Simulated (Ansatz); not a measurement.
Pt: uniaxial strain ε_zz = −0.50 %

The parent structure is Pt in the fcc (Cu type) structure (space group Fm-3m, No. 225; a = 3.9418 Å; relaxed with 0.1 eV smearing). Axes: x, y, z lie along the cube axes.

It is then changed as follows: uniaxial strain ε_zz = −0.50 %, all other strain components held at zero; the atoms relax in the strained cell.

Computed with r2SCAN (Ansatz, an electronic-structure program, PAW, no spin-orbit coupling). Γ-centred 29×29×29 mesh, Fermi–Dirac width 0.1 eV.

The volume per atom drops by 0.08 Å³, from 15.31 Å³ to 15.23 Å³ and the space group becomes I4/mmm (No. 139) (base: Fm-3m (No. 225)). The shortest interatomic distance falls by 0.7 pm to 278.0 pm and the energy grows by 0.4 meV/atom. The pressure (mean of the normal stresses, compression positive) goes from zero to 1.4 GPa and the band gap is still zero. The stress (xx, yy, zz, yz, xz, xy; compression positive) comes out as (1.2, 1.2, 1.7, 0.0, 0.0, 0.0) GPa.

Whether these cells are dynamically stable was not tested. All final runs are without spin polarisation.
